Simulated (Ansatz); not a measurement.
Ti2Ga (P6₃/mmc, No. 194) was calculated with r²SCAN (PAW; Ansatz, a program for electronic structure).

Numerical settings: plane-wave cutoff 500 eV, 18×18×10 k mesh (along the axes of the cell as run), Fermi–Dirac smearing 0.1 eV, no spin polarisation, scalar-relativistic PAW data made under PBE.

Computed at the level's own relaxed cell.

Task: What does this level give for the volume per atom, lattice parameter a and c axis length?

Result: 
* **volume per atom**: 15.98 Å³/atom
* **lattice parameter a**: 4.506 Å
* **c axis length**: 5.451 Å

The run finds no gap.

The computed numbers hold no vibrational or temperature effects.
